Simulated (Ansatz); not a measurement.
Base system: Y in the hcp (Mg type) structure (space group P6_3/mmc, No. 194; a = 3.594 Å, c = 5.610 Å; relaxed with 0.1 eV smearing). Axes: x lies along a and z along c of the hexagonal cell.

Calculations: PBEsol (Ansatz, a program for electronic structure, PAW, no spin-orbit coupling).

For the base:

| Property | Result |
|---|---|
| Shortest interatomic distance | 3.489 Å |

It is then changed as follows: uniaxial strain ε_xx = +2.50 %, all other strain components held at zero; the atoms relax in the strained cell.

Question: Predict the new largest internal atomic displacement.

Answer: The largest internal atomic displacement amounts to 0.015 Å.

Question: Estimate the effect on the energy relative to the base.

Answer: The energy increases by 4.6 meV/atom.

Question: How does this affect the shortest interatomic distance?

Answer: The shortest interatomic distance rises by 0.0145 Å (3.489 Å → 3.504 Å).

Whether these cells are dynamically stable was not tested. All final runs are without spin polarisation.
